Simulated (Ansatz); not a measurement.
Ansatz (a quantum-chemistry and plane-wave program), DFT, PBE, plane waves, its default PAW files: Al(100) slab of 8 layers, 2x2, O adatom, atoms displaced (Al32O), unrelaxed, 33 atoms. Basis and mesh were picked for this test and aren't claimed converged.

```json
{
 "cell": "5.73, 5.73, 25.77 Å; 90, 90, 90°",
 "distance_to_the_nearest_atom": "2.06 to 2.85 Å",
 "task": "single point",
 "k mesh": "4×4×1",
 "hamiltonian.xc": "pbe",
 "kind_of_files": "paw",
 "scf.occupations.method": "fermi_dirac",
 "scf.occupations.width": "0.2 eV",
 "output.forces": "true",
 "binding of workers (--pin)": "off",
 "k-point pools (--kpoint-pools)": "1",
 "memory maximum (--max-ram)": "8GiB",
 "accuracy": "medium (default)",
 "basis.precision": "auto (default)",
 "basis.xc_grid": "2 (default)",
 "scf.eigensolver.kind": "auto (default)",
 "scf.convergence.dr2_threshold": "1e-07 (default)",
 "scf.lower_state_search": "light (default)",
 "k-points after symmetry": "10",
 "bands_at_the_start": "90",
 "electrons": "102",
 "plane waves at Γ": "16611",
 "cutoff (eV)": "420",
 "FFT grid": "40×40×180",
 "symmetry_operations": "1"
}
```

Settings of this run: scf.mixing.algorithm = anderson, scf.mixing.preconditioner = auto, scf.mixing.ndim = 1, scf.algorithm = auto; 4 threads.

| iteration | dr2 (eV) | Hψ |
|---|---|---|
| 1 | 3.86e1 | 5274 |
| 2 | 5.37e-2 | 1183 |
| 3 | 7.73e-3 | 1471 |
| 4 | 2.33e-3 | 1465 |
| 5 | 1.02e-3 | 1428 |
| 6 | 4.91e-4 | 1432 |
| 7 | 2.59e-4 | 1441 |
| 8 | 1.43e-4 | 1525 |
| 9 | 7.94e-5 | 1536 |
| 10 | 4.56e-5 | 1459 |
| 11 | 2.60e-5 | 1641 |
| 12 | 1.49e-5 | 1444 |
| 13 | 8.72e-6 | 1525 |
| 14 | 5.12e-6 | 1534 |
| 15 | 3.04e-6 | 1484 |
| 16 | 1.83e-6 | 1535 |
| 17 | 1.12e-6 | 1548 |
| 18 | 6.95e-7 | 1509 |
| 19 | 4.35e-7 | 1651 |
| 20 | 2.70e-7 | 1534 |
| 21 | 1.69e-7 | 1487 |
| 22 | 1.07e-7 | 1512 |
| 23 | 6.67e-8 | 2720 |

It converged after 23 SCF iterations.

### Question
Which change of one setting makes this cycle converge in far fewer steps?

### Answer
This is not unique; one that fits is scf.mixing.ndim = not set (7 SCF iterations) or scf.mixing.ndim = 4 (7 SCF iterations) or scf.mixing.ndim = 16 (7 SCF iterations), all else kept. In that run the program took: scf.mixing.preconditioner LDOS, scf.eigensolver.kind band_cg, --slots 4. The first change moves the result by: energy under 0.001 meV/atom, forces (largest component) 0.073 meV/Å. Counts are of single runs.

Keys are those of Ansatz 0.2.
